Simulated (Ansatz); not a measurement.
Base system: ZnCu₂SnS₄ (space group I-4, No. 82; a = 5.468 Å, c = 10.935 Å). Axes: x, y, z lie along a, b, c of the conventional cell.

Method: PBE (Ansatz, a quantum-chemistry and plane-wave program, PAW, no spin-orbit coupling), earlier PAW set.

Before the change:

- Pressure = 0.0 GPa
- Volume per atom = 20.44 Å³

Now apply this change: compressive biaxial strain of 1.12 % in the plane normal to [001], as in epitaxy on a mismatched substrate; the out-of-plane cell vector and the atoms relax.

Problem. Estimate the effect on the pressure, volume per atom and energy relative to the base.

Solution. The pressure (mean of the normal stresses, compression positive) goes from zero to 0.6 GPa; the volume per atom decreases by 0.19 Å³ to 20.25 Å³; the energy increases by 1.3 meV/atom.

No phonon test of stability was made. All final runs are without spin polarisation. Gaps under 0.05 eV, about the width of the smearing, are given as zero.
